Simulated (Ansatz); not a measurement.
The parent structure is Os in the hcp (Mg type) structure (space group P6_3/mmc, No. 194; a = 2.7380 Å, c = 4.3184 Å; relaxed with 0.1 eV smearing). Axes: x lies along a and z along c of the hexagonal cell.

Computed with DFT with r2SCAN, PAW potentials and a 500 eV plane-wave cutoff in Ansatz (a quantum-chemistry and plane-wave program), without spin-orbit coupling.

Base values:

| Item | Result |
|---|---|
| Pressure | 0.0 GPa |
| Volume per atom | 14.02 Å³ |

Modification: biaxial strain −3.14 %, plane normal [001], relaxed out of plane (Cartesian); in-plane vectors clamped, the third vector and the atoms free.

### Question
Estimate the effect on the pressure and volume per atom.

### Answer
The pressure (mean of the normal stresses, compression positive) goes from zero to 22.8 GPa; the volume per atom falls by 0.65 Å³, from 14.02 Å³ to 13.37 Å³.

Stability against distortions was not tested. The final runs are not spin-polarised.
